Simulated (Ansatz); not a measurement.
Worked example: self-consistent single point of a (111) slab of CoSi2 (cut from a parent of space group no. 225; 9 atoms in the cell) in Ansatz (an electronic-structure program).

Computed with PBEsol, PAW files made with PBE (plane waves; Ansatz).

```yaml
crystal:
  lattice:
    - [3.77872, 0.00000, 0.00000]
    - [1.88936, 3.27247, 0.00000]
    - [0.00000, 0.00000, 21.71330]
  atoms:
    - { symbol: Co, position: [0.00000, 0.00000, 0.35790] }
    - { symbol: Co, position: [0.33333, 0.33333, 0.50000] }
    - { symbol: Co, position: [0.66667, 0.66667, 0.64209] }
    - { symbol: Si, position: [0.66667, 0.66667, 0.32238] }
    - { symbol: Si, position: [0.33333, 0.33333, 0.39343] }
    - { symbol: Si, position: [0.00000, 0.00000, 0.46448] }
    - { symbol: Si, position: [0.66667, 0.66667, 0.53552] }
    - { symbol: Si, position: [0.33333, 0.33333, 0.60657] }
    - { symbol: Si, position: [0.00000, 0.00000, 0.67762] }
```

Reference input (self-consistent single point, DFT, PBEsol, plane waves, PAW files made with PBE): basis.ecutwfc = 420 eV; kpoints.mp_grid.grid = 9 9 1; hamiltonian.xc = pbesol; hamiltonian.pseudopotentials = {kind: paw} (the program's default PAW files); scf.occupations.method = fermi_dirac; scf.occupations.width = 0.1 eV. This run's input differs from it in these lines:

Ansatz 0.2 input:
```diff
@@ -19,3 +19,3 @@
 kpoints:
-  mp_grid: { grid: [9, 9, 1] }
+  mp_grid: { grid: [14, 14, 1] }
 hamiltonian:
```

Output, abridged:

```
SCF iter   1: F=—  HF=-19016.022882 eV  |F-HF|=—  |Δ(HF+E_count)|=         —  Δρ=1.08e-1  dr2=4.47e1  ethr=3.10e-3  ⟨swp⟩=10.7  Hψ=6185  notcnv=0  defer=9
all-band conjugate gradients solve this SCF's bands
preconditioner: auto → LDOS
SCF iter   2: F=—  HF=-19011.434604 eV  |F-HF|=—  |Δ(HF+E_count)|=    4.59e0  Δρ=7.82e-2  dr2=1.03e1  ethr=3.10e-3  ⟨swp⟩=4.9  Hψ=3202  notcnv=0  defer=33
   [... lines left out ...]
SCF iter   8: F=—  HF=-19010.441027 eV  |F-HF|=—  |Δ(HF+E_count)|=   1.98e-5  Δρ=3.04e-4  dr2=2.38e-4  ethr=2.22e-6  ⟨swp⟩=1.0  Hψ=1098  notcnv=0  defer=30
SCF iter   9: F=—  HF=-19010.441025 eV  |F-HF|=—  |Δ(HF+E_count)|=   2.38e-6  Δρ=2.84e-5  dr2=3.63e-6  ethr=3.17e-7  ⟨swp⟩=2.3  Hψ=1523  notcnv=0  defer=30
SCF iter  10: F=—  HF=-19010.441005 eV  |F-HF|=—  |Δ(HF+E_count)|=   1.98e-5  Δρ=2.32e-5  dr2=1.34e-6  ethr=4.84e-9  ⟨swp⟩=2.4  Hψ=1983  notcnv=0  defer=30
SCF iter  11: F=-19010.441005 eV  HF=-19010.441005 eV  |F-HF|=6.71e-9  |Δ(HF+E_count)|=   3.59e-7  Δρ=4.71e-6  dr2=7.51e-8  ethr=1.33e-10  ⟨swp⟩=16.8  Hψ=6973  notcnv=0
SCF 1 converged in 11 iterations: F = -19010.441005 eV  dr2 = 7.51e-8
Free energy (F): -19010.441005 eV
Internal energy: -19010.250301 eV  (E = F + TS)
E sigma→0 (E₀):  -19010.345653 eV
Entropy (-TS):   -0.190704 eV (-21.189 meV/atom)
Fermi energy:    2.569973 eV
--- Forces (eV/Å), atoms counted from 1 ---
  atom   1  Co     0.00000000     0.00000000    -0.35685689
  atom   2  Co    -0.00000000     0.00000000     0.00000000
  atom   3  Co    -0.00000000    -0.00000000     0.35685689
  atom   4  Si    -0.00000000     0.00000000     0.69622759
  atom   5  Si    -0.00000000     0.00000000    -0.04489689
  atom   6  Si     0.00000000    -0.00000000    -0.28908652
  atom   7  Si    -0.00000000     0.00000000     0.28908652
  atom   8  Si     0.00000000    -0.00000000     0.04489689
  atom   9  Si     0.00000000    -0.00000000    -0.69622759
--- Stress (GPa, compression-positive) ---
       -3.115248       0.000000       0.000000
        0.000000      -3.115248       0.000000
        0.000000       0.000000      -1.500575
  P = ⅓ Tr σ = -2.5770 GPa (-25.770 kbar)
  The stress holds the Pulay correction. Without it, at fixed plane waves, as pw.x and ABINIT print it: P = -2.5956 GPa
```

The run converged in 11 iterations. Against the reference run the free energy hardly moves (within 1 meV/atom) and the largest force goes from 0.671 to 0.696 eV/Å.

The starting cell has typed, rounded lattice constants, without a prior relaxation at this level. The slab is cut from that crystal, and its faces are unrelaxed. Its lattice was rescaled by up to half a per cent. Spin polarisation is off.
